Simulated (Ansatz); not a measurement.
K₂TaCl₆ (Fm-3m, No. 225, 9 atoms in the cell; start COD 2203977), treated with LDA (Ansatz, a quantum-chemistry and plane-wave program, PAW).

Numerical settings: plane-wave cutoff 520 eV, 10×10×10 k mesh, Fermi–Dirac smearing 0.05 eV, scalar-relativistic PAW data made under PBE.

Cell (relaxed at this level):

```
K2TaCl6
1.0
    0.00000     4.74943     4.74943
    4.74943     0.00000     4.74943
    4.74943     4.74943     0.00000
Ta K Cl
1 2 6
Direct
  0.00000   0.00000   0.00000
  0.25000   0.25000   0.25000
  0.75000   0.75000   0.75000
  0.24959   0.24959   0.75041
  0.75041   0.75041   0.24959
  0.24959   0.75041   0.75041
  0.75041   0.24959   0.24959
  0.24959   0.75041   0.24959
  0.75041   0.24959   0.75041
```

Q: Estimate the bulk modulus B0 that the calculation returns.

A: 
* **bulk modulus B0**: 25.3 GPa

The run finds no gap.

Note: the bulk modulus is −V dP/dV from two relaxed cells at ±2 % in volume; the relaxation could not lower the start's symmetry, so the cell can be a saddle point above a distorted one.

Spin–orbit coupling is not included; it can open a gap where bands touch, and shift volumes and moduli.

Computed values are for the static lattice.

It cost around 7 core-minutes (rough) of CPU time.
